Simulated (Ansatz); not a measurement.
Base system: Ca₃P₂ (space group P-3m1, No. 164; a hypothetical phase, not in the database extracts checked).

```xyz
5
Lattice="4.6700 0.0000 0.0000 -2.3350 4.0444 0.0000 0.0000 0.0000 7.0193" Properties=species:S:1:pos:R:3 pbc="T T T"
P      0.0000     2.6963     1.6163
P      2.3350     1.3481     5.4031
Ca     0.0000     0.0000     0.0000
Ca     0.0000     2.6963     4.6319
Ca     2.3350     1.3481     2.3874
```

Cartesian axes are those of the cell as printed.

Calculations: r2SCAN/PAW in Ansatz (an electronic-structure program), no spin-orbit coupling.

Before the change:

* **Band gap**: 1.68 eV

Now apply this change: strain tensor (xx, yy, zz, yz, xz, xy) = (+1.74, −1.27, −1.50, +0.31, +0.39, +0.74) %; the atoms relax in the strained cell.

### Question
How does this affect the energy relative to the base, largest internal atomic displacement and band gap?

### Answer
The energy grows by 3.5 meV/atom; the largest internal atomic displacement amounts to 0.025 Å; the band gap falls by 0.05 eV (1.68 eV → 1.63 eV).

No phonon test of stability was made.
